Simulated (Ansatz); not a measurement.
Output of an Ansatz run (abridged):

```
WARN basis.ecutwfc = 420 eV, the default
WARN ansatz: RAYON_NUM_THREADS=1 ignored (pool sized by the plan → 1); use --threads N
Pseudopotentials: kind: paw
Pseudopotential: Rb, paw, valence charge 9
Crystal: 1 atoms, lattice volume = 90.181 Å³
Basis set: ecut = 420 eV, 1745 PW (Γ), exchange–correlation on 72×72×72 points (8 copies of the dense FFT grid, shifted against one another)
Bands: 9, of which v1, the nominal top of the filled ones, is band 5 counted from 1 (4 counted from 0)
Symmetry: 48 space group operations
Space group: Im-3m (ITA 229), of the structure as read, at distance tolerance 4.5e-5 Å
k-points: 56 of 1331
Initial density: superposition of atomic densities (neutral atoms: chi_scale 0, normalization atom), corrected by the library's trained network
Initial wavefunctions: pseudopotential atomic-orbital guess
Eigensolver: davidson
Functional: x = pbe(κ = 0.804, μ = 0.2195149727645171), c = pbe(β = 0.06672455060314922)
SCF iter   1: F=—  HF=-3267.353549 eV  |F-HF|=—  |Δ(HF+E_count)|=         —  Δρ=1.31e-4  dr2=7.66e-6  ethr=1.77e-3  ⟨swp⟩=7.4  Hψ=4284  notcnv=0
all-band conjugate gradients solve this SCF's bands
preconditioner: auto → Kerker (q_TF=auto, 1.858 Å⁻¹)
SCF iter   2: F=—  HF=-3267.354289 eV  |F-HF|=—  |Δ(HF+E_count)|=   7.41e-4  Δρ=7.94e-5  dr2=2.91e-6  ethr=8.52e-8  ⟨swp⟩=3.8  Hψ=1565  notcnv=0
SCF iter   3: F=—  HF=-3267.354289 eV  |F-HF|=—  |Δ(HF+E_count)|=   1.10e-7  Δρ=3.85e-5  dr2=1.01e-6  ethr=3.23e-8  ⟨swp⟩=2.6  Hψ=770  notcnv=0
SCF iter   4: F=—  HF=-3267.354291 eV  |F-HF|=—  |Δ(HF+E_count)|=   1.52e-6  Δρ=7.54e-6  dr2=1.11e-7  ethr=1.12e-8  ⟨swp⟩=2.7  Hψ=767  notcnv=0
iter 5 did not close the SCF: its close was put off for the readings that it lacked (scf_convergence_deferred on its scf_iter line)
SCF iter   5: F=-3267.354291 eV  HF=-3267.354291 eV  |F-HF|=3.22e-9  |Δ(HF+E_count)|=   1.54e-8  Δρ=5.65e-6  dr2=4.00e-8  ethr=1.24e-9  ⟨swp⟩=1.5  Hψ=533  notcnv=0
SCF iter   6: F=-3267.354291 eV  HF=-3267.354291 eV  |F-HF|=1.57e-9  |Δ(HF+E_count)|=   5.45e-9  Δρ=2.88e-6  dr2=9.06e-9  ethr=4.45e-10  ⟨swp⟩=3.3  Hψ=1937  notcnv=0
SCF 1 converged in 6 iterations: F = -3267.354291 eV  dr2 = 9.06e-9
SCF converged after 6 iterations
Free energy (F): -3267.354291 eV
Harris-Foulkes:  -3267.354291 eV  (|F-HF|=1.57e-9)
Internal energy: -3267.347808 eV  (E = F + TS)
E sigma→0 (E₀):  -3267.351049 eV
Entropy (-TS):   -0.006483 eV (-6.483 meV/atom)
Fermi energy:    1.998508 eV
--- Per-component energies (eV) ---
  E_band       = -118.574485
  E_kinetic    = 190.762011
  E_local      = -706.775353  (includes V_loc(G=0)·N_el)
  E_nonlocal   = 173.590320
  E_hartree    = 197.997438
  E_xc         = -129.264262
  E_vxc        = -135.170033  (∫ρ·V_xc dr)
  E_paw        = -2618.021023  (= ΣΔE_a)
  E_vpaw       = -36.974838  (= ΣTr[D̂ρ^β])
  E_aug_tail   = -0.000001  (compensation charges beyond the density's cutoff)
  E_ewald      = -375.636937
  E_smearing   = -0.006483  (= −TS)
  E_closure    = 0.000000  (closes the sum)
  Σ components = -3267.354291   (vs F -3267.354291, Δ=0.00e0)
--- Forces (eV/Å), atoms counted from 1 ---
  atom   1  Rb     0.00000000    -0.00000000    -0.00000000
  max |Σ_I F_I| component: 3.04e-31 eV/Å
--- Stress (GPa, compression-positive) ---
        0.025025      -0.000000       0.000000
       -0.000000       0.025025      -0.000000
        0.000000      -0.000000       0.025025
  P = ⅓ Tr σ = 0.0250 GPa (0.250 kbar)
  The stress holds the Pulay correction. Without it, at fixed plane waves, as pw.x and ABINIT print it: P = 0.0249 GPa
--- Band table (eV; the first three rows and the last of 56) ---
  k-point 0: bands = ["-26.9163", "-10.9578", "-10.9578", "-10.9578", "-0.0031", "5.6672", "5.6672", "5.6672", "6.6057"]
  k-point 1: bands = ["-26.9160", "-10.9658", "-10.9604", "-10.9578", "0.0954", "5.5122", "5.5294", "5.7578", "6.4060"]
  k-point 2: bands = ["-26.9150", "-10.9872", "-10.9675", "-10.9578", "0.3832", "4.9649", "5.2305", "6.0260", "6.3521"]
  k-point 55: bands = ["-26.9086", "-11.0283", "-11.0270", "-11.0270", "3.1699", "3.2684", "5.1399", "5.2245", "5.2245"]
```

The structure:

```
CELL_PARAMETERS angstrom
     -2.82500     2.82500     2.82500
      2.82500    -2.82500     2.82500
      2.82500     2.82500    -2.82500
ATOMIC_POSITIONS crystal
  Rb 0.00000 0.00000 0.00000
```

Q: What input produced this log?

A: Other spellings and defaults could give the same log, and not every line can be read from it. The input that was run (DFT, PBE, plane waves, default PAW files):

Ansatz 0.2 input:
```yaml
# Rb
crystal:
  lattice:
    - [-2.82500000, 2.82500000, 2.82500000]
    - [2.82500000, -2.82500000, 2.82500000]
    - [2.82500000, 2.82500000, -2.82500000]
  atoms:
    - { symbol: Rb, position_ang: [0.00000000, 0.00000000, 0.00000000] }
kpoints:
  mp_grid: { grid: [11, 11, 11] }
hamiltonian:
  xc: pbe
  pseudopotentials: { kind: paw }
scf:
  occupations: { method: fermi_dirac, width: 0.05 }
output:
  forces: true
  eigenvalues: true
  stress: true
```

The starting cell has typed, rounded lattice constants, without a prior relaxation at this level. Ansatz's pressure includes its estimate of the finite-basis (Pulay) stress.

Ansatz is an electronic-structure program.
